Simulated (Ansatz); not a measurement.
A periodic model of amorphous silicon oxynitride (Si$_{30}$N$_{38}$O$_{3}$):

```xyz
71
Lattice="9.3077 0.0000 0.0000 0.0000 9.3077 0.0000 0.0000 0.0000 9.3077" Properties=species:S:1:pos:R:3 pbc="T T T"
Si     4.2180     3.5606     3.5893
Si     2.6195     2.3746     0.2932
Si     6.3075     5.1619     1.6557
Si     5.0740     0.5494     4.9072
Si     2.1775     7.1482     3.1664
Si     3.3189     8.9052     1.8789
Si     8.7206     5.6501     3.2481
Si     1.9198     4.7560     1.7478
Si     5.5034     6.7618     7.8811
Si     0.1679     1.8522     7.9311
Si     5.3252     4.2218     9.0263
Si     0.8103     8.4173     7.8455
Si     0.2189     0.9990     5.6686
Si     8.9356     0.1132     1.1599
Si     1.8776     7.0833     0.2337
Si     0.6458     2.5291     2.9944
Si     7.2431     4.8490     6.7581
Si     7.8978     7.6010     5.6917
Si     2.6801     0.8602     4.4441
Si     3.2666     5.5277     5.7193
Si     0.2902     5.9110     6.2674
Si     6.3151     7.9669     2.6586
Si     7.1450     3.5103     3.6938
Si     3.6424     8.0884     6.9977
Si     4.9237     0.1050     0.1593
Si     1.1502     4.4905     8.0141
Si     7.1781     2.2053     0.3744
Si     5.1863     2.3299     7.6721
Si     7.0451     2.3371     5.7489
Si     7.9448     0.4554     3.4925
N      5.7172     4.0845     2.9250
N      4.2356     6.4559     6.7319
N      6.8433     3.7777     0.7228
N      8.6483     6.2213     4.8417
N      1.7962     5.1555     6.5107
N      5.0381     8.6791     1.7192
N      2.3435     7.7483     8.0361
N      6.1188     8.5273     4.3037
N      8.7126     3.8808     3.0682
N      1.4392     2.8621     8.3854
N      8.8426     4.7754     7.4106
N      8.5969     1.4029     0.0192
N      8.6142     9.0541     4.9222
N      6.0535     3.8302     7.5572
N      7.5416     8.9324     2.0211
N      0.9962     5.9440     2.7034
N      2.8775     7.2580     1.5718
N      9.3015     1.0672     2.5436
N      1.7148     3.0169     1.7210
N      1.0211     0.5995     7.1372
N      6.9952     3.9906     5.3095
N      3.9872     3.1701     8.7851
N      8.4741     2.0585     6.5669
N      0.4890     8.2520     0.2706
N      7.2151     6.3348     2.4792
N      3.2715     0.7742     0.5871
N      2.3461     8.9044     3.2888
N      4.9743     8.3779     8.1212
N      6.8392     6.5513     6.8264
N      9.2332     7.4671     6.8359
N      5.6316     1.5061     6.2576
N      5.4432     5.8407     0.1885
N      7.0871     1.8315     4.0640
N      3.5547     9.2758     5.7102
N      1.6652     5.3584     0.1299
N      5.9124     1.3907     8.9856
N      1.2925     1.9122     4.6165
N      4.0841     1.7458     3.8555
O      3.8928     4.1547     5.0911
O      2.8658     6.5822     4.5160
O      3.3694     4.6014     2.5545
```

Computed with PBE, scalar-relativistic without spin-orbit coupling (plane waves to 420 eV, PAW; Ansatz, an electronic-structure program).

It comes from a melt-quench run on a machine-learned potential (CHGNet), relaxed afterwards by DFT. O and N atoms were pushed apart under 1.9 Å during the dynamics, to hinder bonds among them. The hot cell started wider than the set density and was brought back towards it in steps. It is the lowest in DFT energy of 2 quenches. It is a model cell: composition and starting density were chosen by hand, and all elements were melted together. No dispersion term was used. Its density started from a set value of 2.93 and ended at 2.93 g/cm³. Cooling (nominally 380 K/ps over its main leg) ran many orders faster than in experiment, which tends to leave more defects and strain. One small periodic cell is one sample of the glass; other quenches scatter about these values. The volume was held where the preparation left it, at a PBE pressure of 6.3 GPa. Stress components on the final sampling reach 9.8 GPa. Cycles of charging lowered its energy after that relaxation.

Cut-offs for bonds: Si-Si 2.60 Å, Si-N 2.06 Å, Si-O 2.12 Å, N-N 1.70 Å, N-O 1.64 Å, O-O 1.58 Å. Two cations that share two anions don't count as bonded, nor two that share one unless they lie closer than Si-Si 2.38 Å.

Task: Give the coordination numbers, mean bond lengths and angles.

Result: 
```yaml
Mean coordination of Si by anions: 3.97 (1 with 3, 29 with 4)
Mean coordination of N: 2.97 (1 with 2, 37 with 3)
Mean coordination of O: 2.00 (3 with 2)
Mean Si-N bond: 1.743 Å (spread 0.051 Å, 113 counted)
Mean Si-O bond: 1.652 Å (spread 0.025 Å, 6 counted)
Bond angle at Si: mean 109.2°, spread 13.5°
Bond angle at N: mean 117.7°, spread 21.4°
```

Task: Which atoms depart from the most common coordination of their element?

Result: Si27 has 3 (N33 1.64 Å, N66 1.66 Å, N42 1.67 Å); N38 has 2 (Si22 1.75 Å, Si4 1.80 Å).

Task: List the pairs of like atoms that count as bonded by the rules above.

Result: There are none by these rules.

Task: What Bader charges do the atoms carry, from a run on the zone centre alone?

Result: Means (range): Si +3.09 e (+2.96 to +3.23), N -2.31 e (-2.37 to -2.13), O -1.65 e (-1.66 to -1.64).
```json
[
 {"atom": "Si1", "charge (e)": "+3.14"},
 {"atom": "Si2", "charge (e)": "+3.08"},
 {"atom": "Si3", "charge (e)": "+3.08"},
 {"atom": "Si4", "charge (e)": "+3.02"},
 {"atom": "Si5", "charge (e)": "+3.14"},
 {"atom": "Si6", "charge (e)": "+3.08"},
 {"atom": "Si7", "charge (e)": "+3.10"},
 {"atom": "Si8", "charge (e)": "+3.12"},
 {"atom": "Si9", "charge (e)": "+3.08"},
 {"atom": "Si10", "charge (e)": "+3.15"},
 {"atom": "Si11", "charge (e)": "+3.05"},
 {"atom": "Si12", "charge (e)": "+3.15"},
 {"atom": "Si13", "charge (e)": "+3.09"},
 {"atom": "Si14", "charge (e)": "+3.13"},
 {"atom": "Si15", "charge (e)": "+3.12"},
 {"atom": "Si16", "charge (e)": "+3.07"},
 {"atom": "Si17", "charge (e)": "+3.13"},
 {"atom": "Si18", "charge (e)": "+2.96"},
 {"atom": "Si19", "charge (e)": "+3.08"},
 {"atom": "Si20", "charge (e)": "+3.23"},
 {"atom": "Si21", "charge (e)": "+3.08"},
 {"atom": "Si22", "charge (e)": "+3.06"},
 {"atom": "Si23", "charge (e)": "+3.12"},
 {"atom": "Si24", "charge (e)": "+3.11"},
 {"atom": "Si25", "charge (e)": "+3.11"},
 {"atom": "Si26", "charge (e)": "+3.12"},
 {"atom": "Si27", "charge (e)": "+2.97"},
 {"atom": "Si28", "charge (e)": "+3.04"},
 {"atom": "Si29", "charge (e)": "+3.13"},
 {"atom": "Si30", "charge (e)": "+3.10"},
 {"atom": "N31", "charge (e)": "-2.31"},
 {"atom": "N32", "charge (e)": "-2.32"},
 {"atom": "N33", "charge (e)": "-2.26"},
 {"atom": "N34", "charge (e)": "-2.30"},
 {"atom": "N35", "charge (e)": "-2.33"},
 {"atom": "N36", "charge (e)": "-2.30"},
 {"atom": "N37", "charge (e)": "-2.36"},
 {"atom": "N38", "charge (e)": "-2.13"},
 {"atom": "N39", "charge (e)": "-2.32"},
 {"atom": "N40", "charge (e)": "-2.34"},
 {"atom": "N41", "charge (e)": "-2.34"},
 {"atom": "N42", "charge (e)": "-2.37"},
 {"atom": "N43", "charge (e)": "-2.30"},
 {"atom": "N44", "charge (e)": "-2.34"},
 {"atom": "N45", "charge (e)": "-2.35"},
 {"atom": "N46", "charge (e)": "-2.32"},
 {"atom": "N47", "charge (e)": "-2.35"},
 {"atom": "N48", "charge (e)": "-2.34"},
 {"atom": "N49", "charge (e)": "-2.30"},
 {"atom": "N50", "charge (e)": "-2.36"},
 {"atom": "N51", "charge (e)": "-2.35"},
 {"atom": "N52", "charge (e)": "-2.25"},
 {"atom": "N53", "charge (e)": "-2.37"},
 {"atom": "N54", "charge (e)": "-2.32"},
 {"atom": "N55", "charge (e)": "-2.28"},
 {"atom": "N56", "charge (e)": "-2.29"},
 {"atom": "N57", "charge (e)": "-2.31"},
 {"atom": "N58", "charge (e)": "-2.33"},
 {"atom": "N59", "charge (e)": "-2.26"},
 {"atom": "N60", "charge (e)": "-2.34"},
 {"atom": "N61", "charge (e)": "-2.32"},
 {"atom": "N62", "charge (e)": "-2.28"},
 {"atom": "N63", "charge (e)": "-2.35"},
 {"atom": "N64", "charge (e)": "-2.28"},
 {"atom": "N65", "charge (e)": "-2.33"},
 {"atom": "N66", "charge (e)": "-2.35"},
 {"atom": "N67", "charge (e)": "-2.29"},
 {"atom": "N68", "charge (e)": "-2.25"},
 {"atom": "O69", "charge (e)": "-1.65"},
 {"atom": "O70", "charge (e)": "-1.66"},
 {"atom": "O71", "charge (e)": "-1.64"}
]
```
